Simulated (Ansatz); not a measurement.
Results of r²SCAN (plane waves, PAW; Ansatz, a quantum-chemistry and plane-wave program) for K₃GaF₆ (Fm-3m, No. 225, 10 atoms in the cell; start COD 2108655; high-temperature phase).

Numerical settings: plane-wave cutoff 560 eV, 8×8×8 k mesh, Fermi–Dirac smearing 0.01 eV, scalar-relativistic PAW data made under PBE.

Cell (relaxed at this level):

```
CELL_PARAMETERS angstrom
      0.00000     4.34743     4.34743
      4.34743     0.00000     4.34743
      4.34743     4.34743     0.00000
ATOMIC_POSITIONS crystal
  Ga 0.50000 0.50000 0.50000
  K  0.00000 0.00000 0.00000
  K  0.75000 0.75000 0.75000
  K  0.25000 0.25000 0.25000
  F  0.71723 0.71723 0.28277
  F  0.28277 0.28277 0.71723
  F  0.71723 0.28277 0.71723
  F  0.28277 0.71723 0.28277
  F  0.28277 0.71723 0.71723
  F  0.71723 0.28277 0.28277
```

Estimate the band gap and bulk modulus that the calculation returns.


- band gap: 6.97 eV (on the SCF k mesh)
- bulk modulus: 44.5 GPa

Note: the relaxation could not lower the start's symmetry, so the cell can be a saddle point above a distorted one; the bulk modulus is −V dP/dV from two relaxed cells at ±2 % in volume.

Spin–orbit coupling is not included.

Computed values are for the static lattice.

Computing time: roughly 2.7 core-minutes.
